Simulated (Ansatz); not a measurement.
**How a calculation on the (001) slab of NiO (cut from a parent of space group no. 225; 8 atoms in the cell) responds to its settings**

```xyz
8
Lattice="2.9777 0.0000 0.0000 -2.9777 2.9777 0.0000 0.0000 0.0000 22.2795" Properties=species:S:1:pos:R:3 pbc="T T T"
Ni     0.0000     0.0000    10.0931
Ni    -1.4888     1.4888     8.0000
Ni     0.0000     0.0000    14.2795
Ni    -1.4888     1.4888    12.1863
O     -1.4888     1.4888    10.0931
O      0.0000     0.0000     8.0000
O     -1.4888     1.4888    14.2795
O      0.0000     0.0000    12.1863
```
Moments meant for the start (each program seeds them in its own way; μB, in the order of the atoms Ni Ni Ni Ni O O O O): 2.0 2.0 2.0 2.0 0.0 0.0 0.0 0.0.

Base run A: Ansatz (a program for electronic structure) with LDA (PW92)+U, harder PAW files (source: ansatz) made with PBE, self-consistent single point.

Its settings: basis.ecutwfc = 68.4 Ry; kpoints.mp_grid.grid = 10 10 1; hamiltonian.xc = lda; hamiltonian.pseudopotentials = {kind: paw, source: ansatz}; hamiltonian.hubbard.sites = [{species: Ni, l: d, u_eff: 6.2}] eV; magnetization.spin_polarized = true; scf.occupations.method = methfessel_paxton; scf.occupations.width = 0.01 Ry.

The starting cell comes from a database of computed structures (which also holds hypothetical and non-ambient phases and stackings), without a prior relaxation at this level. The slab is cut from that crystal, and its faces are unrelaxed. Its lattice was rescaled in the plane by a random factor within 2.5 % of one. The magnetic order is the one reached from the typed start; others were not searched systematically. With U or open f shells several self-consistent states can exist. The program warned that, by what it read of turns of the moments, another magnetic order lies lower.

ΔF is the free energy per atom less that of run A. A dash stands where there is no value to compare (another energy zero or no entropy term, no result, no spin, no clean gap, or a mesh too coarse for one). Total energies depend on the potentials, the functional and any Hubbard or dispersion term, so they are compared only between runs that share all of them.

These are the values that this program gave, and no reference: magnets with a U can end in a higher state.

Runs:
- B: hamiltonian.hubbard.sites: [{species: Ni, l: d, u_eff: 6.2}] eV → default; magnetization.spin_polarized: true → default [LDA (PW92)]
- C: parallel starting moments (0.1 0.1 0.1 0.1 0 0 0 0 μB)
- D: parallel starting moments (0.5 0.5 0.5 0.5 0 0 0 0 μB)
- E: parallel starting moments (3 3 3 3 0 0 0 0 μB)
- F: opposed starting moments (2 -2 -2 2 0 0 0 0 μB)
- G: opposed starting moments (2 2 -2 -2 0 0 0 0 μB)
- H: opposed starting moments (2 -2 -2 -2 0 0 0 0 μB)

```json
[
 {"run": "A", "ΔF (meV/atom)": "0.00", "largest force (eV/Å)": "0.619", "size of the net moment (μB/atom)": "1.00", "Hubbard energy (eV/atom)": "0.419"},
 {"run": "B", "ΔF (meV/atom)": "–", "largest force (eV/Å)": "1.108", "size of the net moment (μB/atom)": "–", "Hubbard energy (eV/atom)": "–"},
 {"run": "C", "ΔF (meV/atom)": "0.00", "largest force (eV/Å)": "0.619", "size of the net moment (μB/atom)": "1.00", "Hubbard energy (eV/atom)": "0.419"},
 {"run": "D", "ΔF (meV/atom)": "0.00", "largest force (eV/Å)": "0.619", "size of the net moment (μB/atom)": "1.00", "Hubbard energy (eV/atom)": "0.419"},
 {"run": "E", "ΔF (meV/atom)": "0.00", "largest force (eV/Å)": "0.619", "size of the net moment (μB/atom)": "1.00", "Hubbard energy (eV/atom)": "0.419"},
 {"run": "F", "ΔF (meV/atom)": "-11.7", "largest force (eV/Å)": "0.646", "size of the net moment (μB/atom)": "0.00", "Hubbard energy (eV/atom)": "0.432"},
 {"run": "G", "ΔF (meV/atom)": "-13.7", "largest force (eV/Å)": "0.608", "size of the net moment (μB/atom)": "0.00", "Hubbard energy (eV/atom)": "0.437"},
 {"run": "H", "ΔF (meV/atom)": "-4.1", "largest force (eV/Å)": "0.648", "size of the net moment (μB/atom)": "0.50", "Hubbard energy (eV/atom)": "0.424"}
]
```

Run B against A: The largest force goes from 0.619 to 1.108 eV/Å and the net moment of 1.00 μB/atom is absent without spin.

Run F against A: The free energy goes down by 11.7 meV/atom, the largest force goes from 0.619 to 0.646 eV/Å and the size of the net moment goes from 1.00 to 0.00 μB/atom.

Keys are those of Ansatz 0.2.
